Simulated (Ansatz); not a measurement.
A computed series for MgS: response to strain

Start from MgS in the rock salt structure (space group Fm-3m, No. 225).

```
MgS
1.0
    0.00000     2.60152     2.60152
    2.60152     0.00000     2.60152
    2.60152     2.60152     0.00000
Mg S
1 1
Direct
  0.00000   0.00000   0.00000
  0.50000   0.50000   0.50000
```

Cartesian axes are those of the cell as printed.

Strains are applied to the cell and any free atomic positions relax; under biaxial strain the out-of-plane vector relaxes too.

Calculations: Ansatz (a program for electronic structure), r2SCAN, PAW, cutoff 500 eV, without spin-orbit coupling.

Notes on the quantities. energy relative to the base: free energy F; pressure: mean of the normal stresses, compression positive.

```json
[
 {"variant": "base", "smallest direct gap": "4.64 eV", "energy relative to the base": "0 meV/atom", "out-of-plane strain": "–", "band gap": "3.46 eV", "pressure": "0.00 GPa"},
 {"variant": "biaxial strain +0.50 %, plane normal [001], relaxed out of plane", "smallest direct gap": "4.57 eV", "energy relative to the base": "+0.5 meV/atom", "out-of-plane strain": "-0.29 %", "band gap": "3.41 eV", "pressure": "-0.55 GPa"},
 {"variant": "biaxial strain +1.00 %, plane normal [001], relaxed out of plane", "smallest direct gap": "4.50 eV", "energy relative to the base": "+1.8 meV/atom", "out-of-plane strain": "-0.57 %", "band gap": "3.36 eV", "pressure": "-1.06 GPa"},
 {"variant": "biaxial strain +1.50 %, plane normal [001], relaxed out of plane", "smallest direct gap": "4.43 eV", "energy relative to the base": "+3.9 meV/atom", "out-of-plane strain": "-0.85 %", "band gap": "3.31 eV", "pressure": "-1.54 GPa"},
 {"variant": "biaxial strain +2.00 %, plane normal [001], relaxed out of plane", "smallest direct gap": "4.36 eV", "energy relative to the base": "+6.9 meV/atom", "out-of-plane strain": "-1.12 %", "band gap": "3.26 eV", "pressure": "-1.98 GPa"},
 {"variant": "biaxial strain +2.50 %, plane normal [001], relaxed out of plane", "smallest direct gap": "4.29 eV", "energy relative to the base": "+11 meV/atom", "out-of-plane strain": "-1.39 %", "band gap": "3.22 eV", "pressure": "-2.40 GPa"},
 {"variant": "biaxial strain +3.00 %, plane normal [001], relaxed out of plane", "smallest direct gap": "?", "energy relative to the base": "?", "out-of-plane strain": "?", "band gap": "?", "pressure": "?"}
]
```

### Question
Fill in the withheld entries from the trend.

### Answer

- biaxial strain +3.00 %, plane normal [001], relaxed out of plane, smallest direct gap: 4.22 eV
- biaxial strain +3.00 %, plane normal [001], relaxed out of plane, energy relative to the base: +15 meV/atom
- biaxial strain +3.00 %, plane normal [001], relaxed out of plane, out-of-plane strain: -1.65 %
- biaxial strain +3.00 %, plane normal [001], relaxed out of plane, band gap: 3.17 eV
- biaxial strain +3.00 %, plane normal [001], relaxed out of plane, pressure: -2.79 GPa

Whether these cells are dynamically stable was not tested.
